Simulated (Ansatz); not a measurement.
The parent structure is Hg in the diamond structure (space group Fd-3m, No. 227; a = 6.619 Å; a hypothetical phase, not in the database extracts checked; relaxed with 0.1 eV smearing).

One thing is altered: the cell is scaled by 0.9941 in all directions, atoms relaxed at fixed cell.

Levels (all Ansatz, a program for electronic structure, PAW): PBEsol (420 eV, scalar-relativistic without spin-orbit coupling); PBEsol+SOC (420 eV, spin-orbit coupling included).

The geometry is relaxed with PBEsol.

| Item | Result |
|---|---|
| PBEsol pressure | 0.3 GPa |

With PBEsol+SOC at the same geometry, the pressure shrinks by 0.9 GPa to -0.6 GPa.

Single points use the geometry relaxed with PBEsol. The spin-orbit shifts are approximate. The cells carry an imposed strain or load. Whether these cells are dynamically stable was not tested.
